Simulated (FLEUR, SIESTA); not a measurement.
A FLEUR input for a self-consistent single point of RbBr (Fm-3m, 2 atoms in the cell) (DFT, PBE, all-electron FLAPW (FLEUR), scalar-relativistic valence):

Input of the input generator:

```
scf RbBr
&input film=f /
0.0000000000 6.3799043693 6.3799043693
6.3799043693 0.0000000000 6.3799043693
6.3799043693 6.3799043693 0.0000000000
1.0
1.0 1.0 1.0

2
37 0.0000000000 0.0000000000 0.0000000000
35 0.5000000000 0.5000000000 0.5000000000

&comp jspins=1 /
&kpt div1=8 div2=8 div3=8 gamma=t /
&end /
```

```xml
<?xml version="1.0" encoding="UTF-8" standalone="no"?>
<fleurInput fleurInputVersion="0.39">
   <comment>
      scf RbBr                                                                                            
   </comment>
   <calculationSetup>
      <cutoffs Kmax="3.8" Gmax="15.2" GmaxXC="15.2" numbands="0"/>
      <scfLoop itmax="80" minDistance="0.00001" maxIterBroyd="99" imix="Anderson" alpha="0.05" precondParam="0.0" spinf="2.0"/>
      <coreElectrons ctail="T" frcor="F" kcrel="0" coretail_lmax="0"/>
      <xcFunctional name="pbe" relativisticCorrections="F"/>
      <magnetism jspins="1"/>
      <soc l_soc="F" theta="0.0" phi="0.0" spav="F"/>
      <expertModes spex="0" secvar="F"/>
      <geometryOptimization l_f="T" forcealpha="1.0" forcemix="BFGS" epsdisp="0.00001" epsforce="0.00001"/>
      <ldaU l_linMix="F" mixParam="0.05" spinf="1.0"/>
   </calculationSetup>
   <cell>
      <bzIntegration valenceElectrons="16.0" mode="hist" fermiSmearingEnergy="0.00073499">
         <kPointListSelection listName="default-1"/>
         <!-- k-points included here -->
         <xi:include xmlns:xi="http://www.w3.org/2001/XInclude" href="kpts.xml"> </xi:include>
      </bzIntegration>
      <!-- symmetry operations included here -->
      <xi:include xmlns:xi="http://www.w3.org/2001/XInclude" href="sym.xml"> </xi:include>
      <bulkLattice scale="1.0">
         <bravaisMatrix>
            <row-1>    0.0000000000000000     6.3799043693000002     6.3799043693000002</row-1>
            <row-2>    6.3799043693000002     0.0000000000000000     6.3799043693000002</row-2>
            <row-3>    6.3799043693000002     6.3799043693000002     0.0000000000000000</row-3>
         </bravaisMatrix>
      </bulkLattice>
   </cell>
   <atomSpecies>
      <species name="Rubidium (Rb)" element="Rb" atomicNumber="37">
         <mtSphere radius="2.68" gridPoints="925" logIncrement="0.014"/>
         <atomicCutoffs lmax="10" lnonsphr="8"/>
         <electronConfig flipSpins="F">
            <coreConfig>(1s1/2) (2s1/2) (2p1/2) (2p3/2) (3s1/2) (3p1/2) (3p3/2) (3d3/2) (3d5/2)</coreConfig>
            <valenceConfig>(4s1/2) (4p1/2) (4p3/2) (5s1/2)</valenceConfig>
            <stateOccupation state="(5s1/2)" spinUp="0.5" spinDown="0.5"/>
         </electronConfig>
         <energyParameters s="5" p="5" d="4" f="4"/>
         <lo type="SCLO" l="0" n="4" eDeriv="0"/>
         <lo type="SCLO" l="1" n="4" eDeriv="0"/>
      </species>
      <species name="Bromine (Br)" element="Br" atomicNumber="35">
         <mtSphere radius="2.68" gridPoints="925" logIncrement="0.014"/>
         <atomicCutoffs lmax="10" lnonsphr="8"/>
         <electronConfig flipSpins="F">
            <coreConfig>(1s1/2) (2s1/2) (2p1/2) (2p3/2) (3s1/2) (3p1/2) (3p3/2) (3d3/2) (3d5/2)</coreConfig>
            <valenceConfig>(4s1/2) (4p1/2) (4p3/2)</valenceConfig>
            <stateOccupation state="(4p1/2)" spinUp="0.8333333333333" spinDown="0.8333333333333"/>
            <stateOccupation state="(4p3/2)" spinUp="1.6666666666667" spinDown="1.6666666666667"/>
         </electronConfig>
         <energyParameters s="4" p="4" d="4" f="4"/>
      </species>
   </atomSpecies>
   <atomGroups>
      <atomGroup species="Rubidium (Rb)">
         <relPos label="                   1">.0000000000 .0000000000 .0000000000</relPos>
         <force calculate="T" relaxXYZ="TTT"/>
      </atomGroup>
      <atomGroup species="Bromine (Br)">
         <relPos label="                   2">1.000/2.000 1.000/2.000 1.000/2.000</relPos>
         <force calculate="T" relaxXYZ="TTT"/>
      </atomGroup>
   </atomGroups>
   <output dos="F" band="F" slice="F">
      <checks vchk="F" cdinf="F"/>
      <bandDOS minEnergy="-.5*Htr" maxEnergy="0.5*Htr" sigma="0.015" storeEVData="T"/>
      <vacuumDOS vacdos="F" integ="F" star="F" nstars="0" locx1="0.0" locy1="0.0" locx2="0.0" locy2="0.0" nstm="0" tworkf="0.0"/>
      <unfoldingBand unfoldBand="F" supercellX="1" supercellY="1" supercellZ="1"/>
      <plotting iplot="0" polar="F">
         <plot TwoD="T" vec1="  1.0  0.0  0.0" vec2="  0.0  1.0  0.0" vec3="  0.0  0.0  1.0" zero="  0.0  0.0  0.0" file="plot"/>
      </plotting>
      <chargeDensitySlicing numkpt="0" minEigenval="0.0" maxEigenval="0.0" nnne="0" pallst="F"/>
      <specialOutput eonly="F"/>
      <magneticCircularDichroism mcd="F" energyLo="-10.0" energyUp="0.0"/>
   </output>
  <!-- We include the file relax.xml here to enable relaxations (see documentation) -->
  <xi:include xmlns:xi="http://www.w3.org/2001/XInclude" href="relax.xml"> <xi:fallback/> </xi:include>
</fleurInput>
```

Q: Write the same calculation as an input for SIESTA.

A: This is the input that was run; spellings and numerical settings could be chosen otherwise.

```
# files in the folder: Rb.psml Br.psml (PseudoDojo PBE standard)
SystemName  RbBr
SystemLabel RbBr

NumberOfAtoms                2
NumberOfSpecies              2
%block ChemicalSpeciesLabel
  1 37 Rb
  2 35 Br
%endblock ChemicalSpeciesLabel
LatticeConstant              4.774526 Ang
%block LatticeVectors
     0.000000000    0.707106842    0.707106842
     0.707106842    0.000000000    0.707106842
     0.707106842    0.707106842    0.000000000
%endblock LatticeVectors
AtomicCoordinatesFormat      Ang
%block AtomicCoordinatesAndAtomicSpecies
     0.000000000    0.000000000    0.000000000  1
     3.376100000    3.376100000    3.376100000  2
%endblock AtomicCoordinatesAndAtomicSpecies

XC.functional                GGA
XC.authors                   PBE
PAO.BasisSize                DZP
PAO.EnergyShift              0.005 Ry
MeshCutoff                   300 Ry
%block kgrid.MonkhorstPack
    8   0   0  0.0
    0   8   0  0.0
    0   0   8  0.0
%endblock kgrid.MonkhorstPack
OccupationFunction           FD
ElectronicTemperature        20.0 meV

MaxSCFIterations             150
SCF.Mixer.Method             Pulay
SCF.Mixer.Weight             0.25
SCF.Mixer.History            8
SCF.DM.Tolerance             1.0E-04
Diag.ParallelOverK           true
WriteForces                  true
Charge.Mulliken              end
```

Basis settings and potentials, where a program has them, do not carry over. This input uses DFT, GGA PBE, numerical atomic orbitals DZP, PseudoDojo PBE standard norm-conserving potentials (rewritten from UPF to PSML). Both were run: gap on the mesh 4.569 eV in FLEUR and 4.401 in SIESTA.

On SIESTA: the starting cell has typed, rounded lattice constants, without a prior relaxation at this level. For this run, on top of that: lattice scaled by 0.98. Values carry the incompleteness of an atom-centred basis. The basis of the alkali or alkaline-earth atoms may lack their empty d shell, which can raise the gap.

On FLEUR: the starting cell has typed, rounded lattice constants, without a prior relaxation at this level. For this run, on top of that: lattice scaled by 0.98. Values depend on the basis (sphere radii, cutoffs, local orbitals), which need not be converged.
